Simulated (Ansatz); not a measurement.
Band-edge transport in semiconductors and insulators: compounds that share space group F-43m and stoichiometry, r2SCAN with spin-orbit coupling, rigid bands (Ansatz, an electronic-structure program); geometry: cell and atoms relaxed with r2SCAN.

| Compound | volume per atom (Å³) | band gap | electron conductivity mass | hole conductivity mass | Seebeck coefficient, n-type 1e19 cm⁻³ |
|---|---|---|---|---|---|
| CdTe | 35.3 | 0.91 eV | (withheld) | 0.57 mₑ | -62 μV/K |
| InP | 25.8 | (withheld) | 0.084 mₑ | 0.57 mₑ | -56 μV/K |
| BeTe | 22.6 | 2.09 eV | 0.38 mₑ | 0.40 mₑ | -304 μV/K |
| GaP | 20.3 | (withheld) | 0.34 mₑ | 0.48 mₑ | -327 μV/K |
| BeS | 14.4 | 3.56 eV | 0.37 mₑ | 0.79 mₑ | -276 μV/K |

Question: Some entries are withheld; supply them.

Answer: 
- CdTe, electron conductivity mass: 0.094 mₑ
- InP, band gap: 1.00 eV
- GaP, band gap: 1.82 eV

Masses are for dilute carriers at 300 K, harmonic means over directions unless an axis is named. Seebeck coefficients are for the stated density at 300 K, with one relaxation time for all states and whether or not that doping can be reached.
